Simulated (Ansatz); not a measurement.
**K2PdCl4 (P4/mmm, No. 123, 7 atoms in the cell; start COD 2107184)**

All values below come from PBE0 (Ansatz, a first-principles code, plane waves, PAW).

Numerical settings: plane-wave cutoff 460 eV, 4×4×6 k mesh (along the axes of the cell as run), Fermi–Dirac smearing 0.01 eV, scalar-relativistic PAW data made under PBE.

Cell (measured lattice):

```xyz
7
Lattice="7.0259 0.0000 0.0000 0.0000 7.0259 0.0000 0.0000 0.0000 4.0797" Properties=species:S:1:pos:R:3 pbc="T T T"
Cl     1.6310     1.6310     0.0000
Cl     5.3949     1.6310     0.0000
Cl     5.3949     5.3949     0.0000
Cl     1.6310     5.3949     0.0000
K      0.0000     3.5130     2.0398
K      3.5130     0.0000     2.0398
Pd     0.0000     0.0000     0.0000
```

```yaml
band_gap: 3.93 eV (on the SCF k mesh)
smallest_direct_gap_on_the_k_points_sampled: 3.95 eV
"Γ–Γ gap": 4.84 eV
```

Note: the file's cell can be that of a phase stable at another temperature; cell and atoms aren't relaxed at this level (pressure 0.8 GPa).

Spin–orbit coupling is not included.

Computed values are for the static lattice.

The result took around 8 core-minutes (rough).
